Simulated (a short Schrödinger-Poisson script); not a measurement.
From a short Schrödinger-Poisson script (our own, NumPy): 1D Poisson equation in equilibrium, electrons quantum, Hartree plus LDA exchange-correlation (BenDaniel-Duke, 12 states a valley, the channel's in-plane mass for all, wave functions free to enter the dielectric), parabolic valleys, classical holes, full ionisation, no traps, pinning or gate leakage.

Stack: symmetric double-gate stack, Al2O3 on p-type InP, at 300 K.

From the gate side: 4.5 nm Al2O3; 5 nm InP, acceptors 1e18 cm⁻³; 4.5 nm Al2O3.

The device is made up for the run: typed textbook-type constants, with dimensions and the other settings drawn at random. Al2O3: permittivity 9, conduction-band edge (eV) 3.03, gap (eV) 6.8, electron mass (mₑ) 0.3. InP: permittivity 12.5, conduction-band edge (eV) 0, gap (eV) 1.344, Nv at 300 K (cm⁻³) 1.1e19.

Channel valleys (confinement mass, in-plane density-of-states mass, number): Γ 0.08, 0.08, 1. At the gates, both at one voltage, the conduction-band edge of layer 1 lies 3.44 eV − eVg above the Fermi level of the channel. Gaps are held at their typed values at every temperature. Mesh 0.03 nm at interfaces.

Give the lowest subband against the Fermi level at Vg = 1.9 V (meV); the capacitance of both gates at Vg = 1.9 V (μF/cm²); the sheet density of all electrons at Vg = 1.9 V (cm⁻²).

lowest subband against the Fermi level at Vg = 1.9 V (meV): -427; capacitance of both gates at Vg = 1.9 V (μF/cm²): 2.46; sheet density of all electrons at Vg = 1.9 V (cm⁻²): 1.82e13. Above a few 1e12 electrons/cm² a light Γ valley is non-parabolic and upper valleys begin to fill, which the model leaves out.
